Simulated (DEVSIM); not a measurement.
System: illuminated Si p-on-n cell, one wavelength, with a back-surface field, at 400 K.

Layer 1 from the left is Si, thickness (μm) 0.0790, Na (cm⁻³) 7.2e18, τn (s) 1.7e-9, τp (s) 9.2e-9, absorption coefficient (cm⁻¹) 150. Layer 2 from the left is Si, thickness (μm) 22.0, Nd (cm⁻³) 3.7e15, τn (s) 1.3e-7, τp (s) 1.3e-7, absorption coefficient (cm⁻¹) 150. Layer 3 from the left is Si, thickness (μm) 0.500, Nd (cm⁻³) 7.5e18, τn (s) 1.3e-7, τp (s) 1.3e-7, absorption coefficient (cm⁻¹) 150.

Left contact: ohmic, minority electron recombination velocity 2e5 cm/s. Right contact: ohmic, minority hole recombination velocity 30000 cm/s. Voltage is applied to the left contact. Recombination: SRH at mid-gap, radiative, Auger. Gap narrowing is on: ΔEg = 6.92 meV × (l + √(l² + 0.5)), l = ln(N/1.3e17 cm⁻³), shared equally by both band edges. Light enters at the left, 1.2e18 photons cm⁻² s⁻¹, one pass, no reflection. Mobility is μmin + (μ − μmin)/(1 + (N/Nref)^α).

Constants are typed, rounded textbook-type inputs, not results; the design itself was drawn at random and stands for no fabricated device. Values at 300 K; Nc and Nv go as T^1.5, mobilities as T to minus their exponent, the gap by Varshni's rule with the affinity fixed.

Si: gap (eV) 1.124, affinity (eV) 4.05, permittivity 11.7, Nc (cm⁻³) 2.86e19, Nv (cm⁻³) 3.1e19, μn (cm²/Vs) 1417, μp (cm²/Vs) 470, μn,min 52, μp,min 45, Nref,n 9.7e16, Nref,p 2.2e17, αn 0.68, αp 0.72, T exponent of μn 2.3, T exponent of μp 2.2, B (cm³/s) 4.7e-15, Cn (cm⁶/s) 2.8e-31, Cp (cm⁶/s) 9.9e-32, Varshni α (eV/K) 0.000473, Varshni β (K) 636.

DEVSIM, 1D drift-diffusion, Boltzmann statistics, complete ionisation; no tunnelling, impact ionisation, image-force lowering or self-heating.

Dark forward current:

```tsv
|V| (V)	|J| (A/cm²)
0.05	7.344e-5
0.10	0.0003101
0.15	0.001166
0.20	0.004474
0.25	0.01772
0.30	0.07123
0.35	0.2786
0.40	0.9739
0.45	2.806
0.50	6.862
0.55	15.71
0.60	36.01
0.65	84.17
0.70	197.1
0.75	446.1
0.80	944.1
0.85	1832
0.90	3248
```

Work out the local ideality factor n = ΔV / (kT/q · ln(J2/J1)) between the rows 0.15 and 0.20 V, 0.25 and 0.30 V, 0.85 and 0.90 V.

kT/q = 34.47 mV. From 0.15 to 0.20 V: ln(0.004474/0.001166) = 1.345, n = 1.08, near the 1 of diffusion or emission over a barrier. From 0.25 to 0.30 V: ln(0.07123/0.01772) = 1.391, n = 1.04, near the 1 of diffusion or emission over a barrier. From 0.85 to 0.90 V: ln(3248/1832) = 0.573, n = 2.53.

What current could the absorbed light give at most, and what share is collected?

Σ αd = 0.339, so qΦ(1 − exp(−Σ αd)) = 55.2 mA/cm². The simulated short-circuit current is 27.30 mA/cm², a share of 0.49.

Estimate the open-circuit voltage by superposition: the voltage at which the dark current equals that short-circuit current.

Interpolating ln J in the table gives 0.266 V. The simulation gives 0.265 V, the same within the digits that matter. Superposition holds where collection doesn't change with voltage.
